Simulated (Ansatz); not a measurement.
We consider PbS (model structure, P6₃/mmc, No. 194, 4 atoms in the cell), described by r²SCAN in Ansatz (plane waves, PAW).

Settings: plane-wave cutoff 560 eV, 18×18×10 k mesh (along the axes of the cell as run), Fermi–Dirac smearing 0.05 eV, scalar-relativistic PAW data made under PBE.

Cell (relaxed at this level):

```cif
data_Pb2S2
_chemical_formula_sum 'Pb2 S2'
_space_group_name_H-M_alt 'P63/mmc'
_space_group_IT_number 194
_space_group_name_Hall '-P 6c 2c'
_cell_length_a 4.12328
_cell_length_b 4.12328
_cell_length_c 7.33181
_cell_angle_alpha 90.000
_cell_angle_beta 90.000
_cell_angle_gamma 120.000
loop_
_atom_site_label
_atom_site_type_symbol
_atom_site_symmetry_multiplicity
_atom_site_Wyckoff_symbol
_atom_site_fract_x
_atom_site_fract_y
_atom_site_fract_z
_atom_site_occupancy
Pb1 Pb 2 a 0.00000 0.00000 0.00000 1
S1 S 2 c 0.33333 0.66667 0.25000 1
```

Problem. What does this level give for the band gap?

Solution. 
band gap: 0.24 eV

Note: the relaxation could raise the start's symmetry but not lower it, so the cell can be a saddle point.

Spin–orbit coupling is not included; it can close the smallest gap of 0.24 eV.

It cost about 40 core-seconds (a rough figure) of CPU time.

A model structure was made by putting elements into a prototype or built by hand; it is no filed structure, need not be a known phase, and can be a saddle point held by its symmetry.

Ansatz is a quantum-chemistry and plane-wave program.
